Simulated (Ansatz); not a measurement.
Amorphous Si₂₄O₅₁Al₂, 77 atoms at 2.16 g/cm³, one PBE-relaxed geometry, zone centre. Methods: PBE, scalar-relativistic without spin-orbit coupling (Ansatz, a first-principles code); r2SCAN, scalar-relativistic without spin-orbit coupling (Ansatz); HSE06, scalar-relativistic without spin-orbit coupling (Ansatz). Plane waves to 420 eV (r2SCAN 500 eV); exact exchange is cut at the cell's faces. At PBE the levels at the filled edge of the gap are localised (band-tail or defect states), and the nearest spread-out levels lie 5.0 eV apart at the zone centre. All rungs ran without spin polarisation.

The cell was made by melting and quenching with the CHGNet potential and then relaxed with DFT. O atoms were pushed apart under 1.9 Å during the dynamics, to hinder bonds among them. The hot cell started wider than the set density and was brought back towards it in steps. It is the lowest in DFT energy of 2 quenches. It is a model cell: composition and starting density were chosen by hand, and all elements were melted together. No dispersion term was used. Its density started from a set value of 2.24 and ended at 2.16 g/cm³. The quench (nominally 320 K/ps over its main leg) was far faster than any real one, so the model tends to hold more defects than a real film. Values belong to this one cell and scatter from quench to quench. The volume was free in the relaxation, at fixed shape. Stress components on the final sampling reach 1.2 GPa.

The relaxation ran on the zone centre alone. At PBE the level gap is 4.64 eV on a 2×2×2 Γ-centred mesh, and the spacing at the zone centre alone 4.66 eV.

Question: What zone-centre spacing does r2SCAN give, roughly?

Answer: 5.32 eV (+0.66 eV against PBE).

Question: What zone-centre spacing does HSE06 give, roughly?

Answer: 6.44 eV (+1.78 eV against PBE).

The highest filled and the lowest empty state spread over these numbers of atoms (participation numbers): PBE: 7.1 and 39.5; r2SCAN: 7.0 and 36.5; HSE06: 7.2 and 37.7.
